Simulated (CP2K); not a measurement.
Input and output of a self-consistent single point for AlN (F-43m, 2 atoms in the cell) (CP2K)

Computed with LDA (Pade form), GPW, DZVP-MOLOPT-SR-GTH basis, GTH-PADE potentials (GTH_POTENTIALS) (CP2K 2026.2).

Input as run:

```
&GLOBAL
  PROJECT run
  RUN_TYPE ENERGY_FORCE
  PRINT_LEVEL MEDIUM
&END GLOBAL
&FORCE_EVAL
  METHOD Quickstep
  STRESS_TENSOR ANALYTICAL
  &DFT
    BASIS_SET_FILE_NAME BASIS_MOLOPT
    POTENTIAL_FILE_NAME GTH_POTENTIALS
    &QS
      METHOD GPW
      EPS_DEFAULT 1E-10
    &END QS
    &MGRID
      CUTOFF 400
      REL_CUTOFF 50
      NGRIDS 4
    &END MGRID
    &SCF
      SCF_GUESS ATOMIC
      EPS_SCF 1E-6
      MAX_SCF 100
      ADDED_MOS 4
      &DIAGONALIZATION
        ALGORITHM STANDARD
      &END DIAGONALIZATION
      &MIXING
        METHOD BROYDEN_MIXING
        ALPHA 0.3
        NBUFFER 8
      &END MIXING
    &END SCF
    &KPOINTS
      SCHEME MONKHORST-PACK 7 7 7
    &END KPOINTS
    &XC
      &XC_FUNCTIONAL PADE
      &END XC_FUNCTIONAL
    &END XC
    &PRINT
      &MO
        EIGENVALUES T
        OCCUPATION_NUMBERS T
        NDIGITS 8
        FILENAME mo
        &EACH
          QS_SCF 0
        &END EACH
        ADD_LAST NUMERIC
      &END MO
      &MULLIKEN ON
      &END MULLIKEN
    &END PRINT
  &END DFT
  &SUBSYS
    &CELL
      A 3.08863500 0.00000000 0.00000000
      B 1.54431800 2.67483700 0.00000000
      C 1.54431800 0.89161200 2.52186000
      PERIODIC XYZ
    &END CELL
    &COORD
      SCALED
      Al       0.00000000     0.00000000     0.00000000
      N        0.75000000     0.75000000     0.75000000
    &END COORD
    &KIND Al
      BASIS_SET DZVP-MOLOPT-SR-GTH-q3
      POTENTIAL GTH-PADE-q3
    &END KIND
    &KIND N
      BASIS_SET DZVP-MOLOPT-SR-GTH-q5
      POTENTIAL GTH-PADE-q5
    &END KIND
  &END SUBSYS
  &PRINT
    &FORCES ON
    &END FORCES
    &STRESS_TENSOR ON
    &END STRESS_TENSOR
  &END PRINT
&END FORCE_EVAL
```

Log, with long lists cut:

```
 GLOBAL| Method name                                                        CP2K
 GLOBAL| Project name                                                        run
 GLOBAL| Run type                                                   ENERGY_FORCE

 CELL| Volume [angstrom^3]:                                            20.834586
 CELL| Vector a [angstrom]:       3.089     0.000     0.000   |a| =     3.088635
 CELL| Vector b [angstrom]:       1.544     2.675     0.000   |b| =     3.088636
 CELL| Vector c [angstrom]:       1.544     0.892     2.522   |c| =     3.088635
 CELL| Angle (b,c), alpha [degree]:                                    59.999999
 CELL| Angle (a,c), beta  [degree]:                                    59.999992
 CELL| Angle (a,b), gamma [degree]:                                    59.999998
 CELL| Numerically orthorhombic:                                              NO
 CELL| Periodicity                                                           XYZ

 DFT| Spin restricted Kohn-Sham (RKS) calculation                            RKS
 DFT| Multiplicity                                                             1
 DFT| Number of spin states                                                    1
 DFT| Charge                                                                   0
 DFT| XC density smoothing                                                  NONE
 DFT| XC derivatives                                                          PW

 QS| Method:                                                                 GPW
 QS| Density plane wave grid type                        NON-SPHERICAL FULLSPACE
 QS| Number of grid levels:                                                    4
 QS| Density cutoff [a.u.]:                                                200.0
 QS| Multi grid cutoff [a.u.]: 1) grid level                               200.0
   [... lines left out ...]
 BRILLOUIN| Wavefunction type                                            COMPLEX
 BRILLOUIN| List of Kpoints [2 Pi/Bohr]                                      172
 BRILLOUIN| Number           Weight            X              Y              Z
 BRILLOUIN|     1           0.00583       -0.42857       -0.42857       -0.42857
 BRILLOUIN|     2           0.00583       -0.42857       -0.42857       -0.28571
 BRILLOUIN|     3           0.00583       -0.42857       -0.42857       -0.14286
   [... 169 lines left out ...]
 *******************************************************************************

 Extrapolation method: initial_guess

 Re-scaling the density matrix to get the right number of electrons
                  # Electrons              Trace(P)               Scaling factor
                            8                 8.000                        1.000

 Number of electrons:                                                          8
 Number of occupied orbitals:                                                  4
 Number of molecular orbitals:                                                 8

 Number of orbital functions:                                                 26
 Number of independent orbital functions:                                     26
 SCF WAVEFUNCTION OPTIMIZATION

  Step     Update method      Time    Convergence         Total energy    Change
     1 NoMix/Diag. 0.30E+00      -     1.65626233       -12.2787023401 -1.23E+01
     2 Broy./Diag. 0.30E+00      -     0.24794875       -10.9188163227  1.36E+00
     3 Broy./Diag. 0.30E+00      -     0.08773900       -11.9744549100 -1.06E+00
     4 Broy./Diag. 0.30E+00      -     0.01213727       -12.1778936451 -2.03E-01
     5 Broy./Diag. 0.30E+00      -     0.00226008       -12.1539406423  2.40E-02
     6 Broy./Diag. 0.30E+00      -     0.00012211       -12.1597170080 -5.78E-03
     7 Broy./Diag. 0.30E+00      -     0.00007889       -12.1603764419 -6.59E-04
     8 Broy./Diag. 0.30E+00      -     0.00000189       -12.1601382819  2.38E-04
     9 Broy./Diag. 0.30E+00      -     0.00000141       -12.1601566031 -1.83E-05
    10 Broy./Diag. 0.30E+00      -     0.00000006       -12.1601583682 -1.77E-06
  *** SCF run converged in    10 steps ***

  Electronic density on regular grids:         -7.9999999996        0.0000000004
  Core density on regular grids:                7.9999999990       -0.0000000010
  Total charge density on r-space grids:       -0.0000000006
  Total charge density g-space grids:          -0.0000000006

  Overlap energy of the core charge distribution:               0.00000000039580
  Self energy of the core charge distribution:                -30.02943499016358
  Core Hamiltonian energy:                                      8.56176103386650
  Hartree energy:                                              12.72169921582654
  Exchange-correlation energy:                                 -3.41418362812565

  Total energy:                                               -12.16015836820039

                     Mulliken Population Analysis

 #  Atom  Element  Kind  Atomic population                           Net charge
       1     Al       1          2.403504                              0.596496
       2     N        2          5.596496                             -0.596496
 # Total charge                              8.000000                 -0.000000

 ENERGY| Total FORCE_EVAL ( QS ) energy [hartree]            -12.160158565199733

 FORCES| Atomic forces [hartree/bohr]
 FORCES|   Atom     x               y               z               |f|
 FORCES|      1 -3.38030653E-08  2.12174351E-08 -2.85876904E-08   4.90925944E-08
 FORCES|      2  3.38030283E-08 -2.12655658E-08  2.85739542E-08   4.91053955E-08
 FORCES| Sum    -3.70764188E-14 -4.81307239E-11 -1.37362082E-11
 FORCES| Total atomic force                                       5.00524862E-11

 STRESS| Analytical stress tensor [bar]
 STRESS|                        x                   y                   z
 STRESS|      x       -4.71287230423E+04  -4.03049926545E-01  -2.84999596913E-01
 STRESS|      y       -4.03049926545E-01  -4.71302860918E+04   2.08754694134E-01
 STRESS|      z       -2.84999596913E-01   2.08754694134E-01  -4.71297931377E+04
 STRESS| 1/3 Trace                                            -4.71296007573E+04
```

The run converged in 10 iterations.

The starting cell comes from a database of computed structures (which also holds hypothetical and non-ambient phases and stackings), without a prior relaxation at this level. Values carry the incompleteness of an atom-centred basis. With a pressure of about -5 GPa the cell is away from its equilibrium volume at this level.
